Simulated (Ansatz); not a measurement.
Rock-salt NaH, treated with LDA in Ansatz (PAW).

Run with plane-wave cutoff 520 eV, 8×8×8 k mesh, scalar-relativistic PAW data made under PBE.

Computed at the level's own relaxed cell.

```yaml
crystal:
  lattice:
    - [0.00000, 2.34495, 2.34495]
    - [2.34495, 0.00000, 2.34495]
    - [2.34495, 2.34495, 0.00000]
  atoms:
    - { symbol: Na, position: [0.00000, 0.00000, 0.00000] }
    - { symbol: H, position: [0.50000, 0.50000, 0.50000] }
```

Task: Give the elastic tensor (Voigt notation, GPa, ions relaxed, in the Cartesian axes of the cell as printed).

Result: 
```
   55.2    13.4    13.4     0.0     0.0     0.0
   13.4    55.2    13.4     0.0     0.0     0.0
   13.4    13.4    55.2     0.0     0.0     0.0
    0.0     0.0     0.0    24.3     0.0     0.0
    0.0     0.0     0.0     0.0    24.3     0.0
    0.0     0.0     0.0     0.0     0.0    24.3
```

Computed values are for the static lattice.

Ansatz is a first-principles code.
